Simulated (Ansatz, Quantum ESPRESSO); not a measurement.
# Code comparison for ZrBeB (P-6m2, 3 atoms in the cell)

Self-consistent single point.

```
CELL_PARAMETERS angstrom
      3.41327     0.00000     0.00000
     -1.70663     2.95598     0.00000
      0.00000     0.00000     3.49602
ATOMIC_POSITIONS crystal
  Zr 0.00000 0.00000 0.00000
  Be 0.33333 0.66667 0.50000
  B  0.66667 0.33333 0.50000
```

Shared settings, as Ansatz (a quantum-chemistry and plane-wave program) writes them: kpoints.mp_grid.grid = 11 11 9; magnetization.spin_orbit = true; scf.occupations.method = gaussian; scf.occupations.width = 0.1 eV. Potentials and cutoffs stand in the table.

```json
[
 {"code": "Quantum ESPRESSO", "model": "PBEsol, spin-orbit coupling, PseudoDojo fully relativistic norm-conserving (PBESOL) pseudopotentials", "pressure (GPa)": "-3.66", "cutoff": "90 Ry"},
 {"code": "Ansatz", "model": "PBEsol with spin-orbit coupling, PAW files made with PBE", "pressure (GPa)": "-4.06", "cutoff": "420 eV"}
]
```

The spread over the programs that give each value: pressure within 0.40 GPa.

Ansatz's pressure is given at a fixed set of plane waves, as the other plane-wave codes print theirs; with its correction for the finite basis it is -4.02 GPa.

The starting cell comes from a database of computed structures (which also holds hypothetical and non-ambient phases and stackings), without a prior relaxation at this level.

Left out of this page: ABINIT (failed or unconverged); Elk, FLEUR and SIESTA (not drawn, or without a comparable value).

Keys are those of Ansatz 0.2.
